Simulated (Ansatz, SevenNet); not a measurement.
**How the lattice parameter c of SnO (model structure, started from the 6H type, P6₃mc, No. 186, 12 atoms in the cell) moves with the method**

No measured value is used here.

| level (code) | value (Å) |
|---|---|
| SevenNet-0 | 22.990 |
| LDA (Ansatz) | (withheld) |
| PBE (Ansatz) | (withheld) |
| PBEsol (Ansatz) | 25.187 |
| PBE-D3(BJ) (Ansatz) | 24.723 |
| r²SCAN (Ansatz) | 27.507 |
| r²SCAN+rVV10 (Ansatz) | 26.147 |

Problem. Some entries are withheld; supply them.

Solution. 
- LDA (Ansatz, an electronic-structure program), value (Å): 24.106
- PBE (Ansatz), value (Å): 27.562

Cutoffs differ between the levels. Ansatz's density-functional and Hartree–Fock values are scalar-relativistic unless marked +SOC, with PAW data made under PBE.

Machine-learned potentials (SevenNet-0) are trained on DFT data: a solid inside that data is no test of them.

A model structure was made by putting elements into a prototype or built by hand; it is no filed structure, need not be a known phase, and can be a saddle point held by its symmetry.
